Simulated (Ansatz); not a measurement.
Pressure series in SnS2

The parent structure is SnS₂ in the CdI2 type structure (space group P-3m1, No. 164; a = 3.669 Å, c = 5.806 Å; layered, stacked along the Cartesian z axis).

Cell and atoms are relaxed at each pressure.

All numbers come from PBE-D3(BJ) (Ansatz, a first-principles code), no spin-orbit coupling.

| variant | lattice parameter a | band gap | c/a ratio |
|---|---|---|---|
| base | 3.669 Å | 1.27 eV | 1.582 |
| pressure −1 GPa | ___ | ___ | ___ |
| pressure 1.8 GPa | 3.647 Å | 1.03 eV | 1.531 |
| pressure 4.2 GPa | 3.621 Å | 0.84 eV | 1.493 |
| pressure 18 GPa | 3.513 Å | zero | 1.412 |
| pressure 30 GPa | 3.443 Å | zero | 1.388 |
| pressure 45 GPa | 3.370 Å | zero | 1.376 |
| pressure 60 GPa | 3.304 Å | zero | 1.376 |

Task: Some entries are withheld; estimate them.

Result: 
- pressure −1 GPa, lattice parameter a: 3.684 Å
- pressure −1 GPa, band gap: 1.44 eV
- pressure −1 GPa, c/a ratio: 1.644

A case with no gap was solved on a k-mesh chosen for an insulator, which is coarse for it. Load acts through the strain it causes; cell and atoms are relaxed under it. No phonon test of stability was made. Competing high-pressure phases were not computed. All final runs are without spin polarisation. The zero or small gap of SnS2 under pressure 18 GPa and SnS2 under pressure 30 GPa can change with the level of theory.
